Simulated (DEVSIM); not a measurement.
Structure: Ti/Al2O3/SiO2/n-Si capacitor, at 400 K.

```csv
layer (left to right),material,thickness (nm),Nd (cm⁻³)
1,Al2O3,26.0,-
2,SiO2,0.530,-
3,Si,2100,7.7e16
```

Metal gate on the left, work function 4.33 eV. Fixed charge at the semiconductor interface 3.8e10 cm⁻² (in units of +e); no interface traps.

Constants are typed, rounded textbook-type inputs, not results; the design itself was drawn at random and stands for no fabricated device. Values at 300 K; Nc and Nv go as T^1.5, mobilities as T to minus their exponent, the gap by Varshni's rule with the affinity fixed.

| parameter | Al2O3 | SiO2 | Si |
|---|---|---|---|
| gap (eV) | 6.8 | 9 | 1.124 |
| affinity (eV) | 1.35 | 0.9 | 4.05 |
| permittivity | 9 | 3.9 | 11.7 |
| Nc (cm⁻³) | - | - | 2.86e19 |
| Nv (cm⁻³) | - | - | 3.1e19 |
| Varshni α (eV/K) | - | - | 0.000473 |
| Varshni β (K) | - | - | 636 |

Model (solved in DEVSIM): 1D Poisson equation in equilibrium, Boltzmann statistics, complete ionisation; no quantum confinement or tunnelling. Metal contacts follow the ideal Schottky-Mott rule: no Fermi-level pinning, no interface dipoles.

The interface trap density was swept, all else fixed.

```csv
interface trap density (cm^-2 eV^-1),minimum of the low-frequency capacitance (μF/cm²),threshold voltage (band bending 2φF) (V),flat-band voltage (V)
0,0.0832,-1.06,0.04
1e10,0.0840,-1.06,0.04
1e11,0.0911,-1.08,0.06
3e11,0.105,-1.11,0.09
1e12,0.142,-1.24,0.22
2e12,0.175,-1.42,0.40
```

From the first row to the last the minimum of the low-frequency capacitance goes from 0.0832 to 0.175. From the first row to the last the threshold voltage (band bending 2φF) goes from -1.06 to -1.42.
